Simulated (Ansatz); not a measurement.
## Response to strain in MgO

The reference is MgO in the rock salt structure (space group Fm-3m, No. 225; a = 4.159 Å). Axes: x, y, z lie along the cube axes.

Strains are applied to the cell and any free atomic positions relax.

Computed with Ansatz (an electronic-structure program), LDA, PAW, cutoff 420 eV, spin-orbit coupling left out.

Candidates:
(a) tensor shear ε_xy = +1.71 %
(b) tensor shear ε_xy = +0.86 %
(c) tensor shear ε_xy = +1.43 %
(d) tensor shear ε_xy = +2.00 %

Base values:

Band gap: 5.03 eV

### Question
Order them by band gap, highest first.

### Answer
(b) tensor shear ε_xy = +0.86 % (4.96 eV), (c) tensor shear ε_xy = +1.43 % (4.91 eV), (a) tensor shear ε_xy = +1.71 % (4.89 eV), (d) tensor shear ε_xy = +2.00 % (4.86 eV)

Gaps are read on the SCF mesh and a high-symmetry path. Whether these cells are dynamically stable was not tested.
